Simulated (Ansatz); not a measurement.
Tunnelling through a barrier is set by its complex band structure: the current falls as exp(−2κd) with the smallest κ.

Consider the following.

```
O2Si
1.0
    2.69349     0.00000     0.00000
    0.00000     5.98661     0.00000
    0.00000     2.99330     2.99330
Si O
2 4
Cartesian
  1.34675   2.99330   0.00000
  0.00000   0.00000   0.00000
  0.00000   2.99330   1.15637
  0.00000   5.98661   1.83693
  1.34675   1.15637   0.00000
  1.34675   4.83023   0.00000
```

Space group of this cell: P4_2/mnm, rutile. The cell is taken as given; by LDA its mean pressure is -14.1 GPa.

Transport runs along the normal of the first two printed cell vectors, the (110) plane of the conventional cell.

The gap is the functional's own, uncorrected, and κ follows it; spin-orbit coupling is left out. Mid-gap values are interpolated between the computed energies.

Question: State the band gap and the smallest decay constant κ at mid-gap according to LDA (Ansatz, an electronic-structure program).

Answer: Gap 5.01 eV on a 12×10×10 mesh; κ = 0.387 1/Å, at the zone centre.
